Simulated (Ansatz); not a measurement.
## TiAl3: pressure 10 GPa

Consider TiAl3 (space group I4/mmm, No. 139; a = 3.824 Å, c = 8.561 Å).

Now apply this change: a hydrostatic pressure of 10 GPa.

Calculations: DFT with r2SCAN, PAW potentials and a 500 eV plane-wave cutoff in Ansatz (an electronic-structure program), no SOC. Settings: 17×17×17 k-points, 0.05 eV Fermi–Dirac smearing.

The density grows by 0.265 g/cm³ (3.42 g/cm³ → 3.68 g/cm³) and the lattice parameter a decreases by 0.174 bohr to 7.053 bohr. The c/a ratio decreases by 0.004, from 2.239 to 2.235 and the shortest interatomic distance falls by 0.123 bohr (5.110 bohr → 4.987 bohr). The enthalpy H = E + PV relative to the base's energy comes out as +0.94 eV/atom and the band gap is still zero.

Cost of the whole job for the changed cell (relaxation, final SCF and bands): very roughly 6 core-minutes.

Load acts through the strain it causes; cell and atoms are relaxed under it. Whether these cells are dynamically stable was not tested. Competing high-pressure phases were not computed. All final runs are without spin polarisation.
